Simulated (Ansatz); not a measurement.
The cell is made up: elements placed on another compound's structure type, so the phase may be hypothetical.

By PBEsol, the system below comes out a metal.

A figure of merit of an interconnect metal is its ballistic conductance per area.

Here is the system:

```
CELL_PARAMETERS angstrom
      3.24904     0.00000     0.00000
      0.00000     3.04046     0.00000
      0.00000     1.52023     6.19345
ATOMIC_POSITIONS crystal
  In 0.00000 0.00000 0.00000
  Ti 0.50000 0.34703 0.30594
  Ti 0.50000 0.65297 0.69406
  B  0.00000 0.21795 0.56410
  B  0.00000 0.78205 0.43590
```

Space group of this cell: Cmmm. The cell was relaxed by PBE-D3(BJ); by PBEsol its mean pressure is 1.0 GPa.

The current flows along the normal of the first two printed cell vectors. No spin-orbit coupling; the value is a mean over 0.1 eV about the Fermi level.

Task: State the ballistic conductance per area according to Ansatz (a first-principles code) with PBEsol.

Result: 0.35 × 10¹⁵ S/m² for both spins.
